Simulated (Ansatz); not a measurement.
# Point defects in GeS

Consider a 16-atom supercell of GeS in the GeS type structure (space group Pnma, No. 62; layered, stacked along the Cartesian x axis) at its relaxed geometry.

```xyz
16
Lattice="10.6609 0.0000 0.0000 0.0000 3.6812 -4.3557 0.0000 3.6812 4.3557" Properties=species:S:1:pos:R:3 pbc="T T T"
Ge     6.6583     2.7609     2.7656
Ge     6.6583     2.7609    -1.5901
Ge     9.3330     0.9203     0.5878
Ge     9.3330     4.6015     0.5878
Ge     4.0026     4.6015    -2.7656
Ge     4.0026     4.6015     1.5901
Ge     1.3279     6.4421    -0.5878
Ge     1.3279     2.7609    -0.5878
S      3.7241     6.4421    -0.0217
S      3.7241     2.7609    -0.0217
S      1.6064     4.6015    -2.1996
S      1.6064     4.6015     2.1562
S      6.9368     0.9203     0.0217
S      6.9368     4.6015     0.0217
S      9.0546     2.7609     2.1996
S      9.0546     2.7609    -2.1562
```

One neutral defect a cell, atoms relaxed at fixed cell.

The values are results of Ansatz (an electronic-structure program), PBE-D3(BJ), PAW, cutoff 420 eV, no spin-orbit coupling, not measurements.

```csv
change,largest displacement of a host atom from its site in the perfect cell,pressure
perfect supercell,–,0.0 GPa
"Ge interstitial (started 2.00 Å from the nearest host atom), symmetric start",1.21 Å,2.0 GPa
"H interstitial (started 2.00 Å from the nearest host atom), symmetric start",0.41 Å,0.4 GPa
"W on a S site, symmetric start",1.07 Å,-4.0 GPa
```

The magnetic state is the one reached from the starting moments; the real material's order can differ, and small cells can't hold many antiferromagnetic ones. The cell is small, so the values are those of an ordered compound at a high defect concentration; dilute-limit values will differ. The mesh was chosen for an insulator and is coarse for the gapless case. The defect started on the symmetric site and kept its symmetry, so it may sit on a saddle. Starting moments died away, wholly or in part, for Ge interstitial (started 2.00 Å from the nearest host atom), H interstitial (started 2.00 Å from the nearest host atom) and W on a S site; another magnetic solution may exist. The program warned that a D3 coordination switch lies within reach, so dispersion energies are less smooth here.
